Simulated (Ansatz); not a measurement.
## SiS2 in the 2H-MoS2 type structure (space group P6_3/mmc, No. 194; a hypothetical phase, not in the database extracts checked; layered, stacked along the Cartesian z axis)

```cif
data_S4Si2
_chemical_formula_sum 'Si2 S4'
_space_group_name_H-M_alt 'P 1'
_space_group_IT_number 1
_cell_length_a 3.17906
_cell_length_b 3.17906
_cell_length_c 11.31573
_cell_angle_alpha 90.000
_cell_angle_beta 90.000
_cell_angle_gamma 120.000
loop_
_space_group_symop_operation_xyz
  'x, y, z'
loop_
_atom_site_label
_atom_site_type_symbol
_atom_site_fract_x
_atom_site_fract_y
_atom_site_fract_z
_atom_site_occupancy
Si1 Si 0.33333 0.66667 0.25000 1
Si2 Si 0.66667 0.33333 0.75000 1
S1 S 0.33333 0.66667 0.62155 1
S2 S 0.66667 0.33333 0.12155 1
S3 S 0.66667 0.33333 0.37845 1
S4 S 0.33333 0.66667 0.87845 1
```

Calculations: Ansatz (an electronic-structure program), PBEsol-D3(BJ), PAW, cutoff 420 eV, scalar-relativistic without spin-orbit coupling. Γ-centred 17×17×4 mesh, Fermi–Dirac width 0.05 eV.

- Volume per atom: 16.51 Å³
- Density: 3.09 g/cm³
- Band gap: zero
- Total energy: -797.569 eV/atom (σ→0; compares only within this code and set-up)

No phonon test of stability was made. The final runs are not spin-polarised. A zero or small gap of SiS2 can be the functional's error rather than a property of the material.
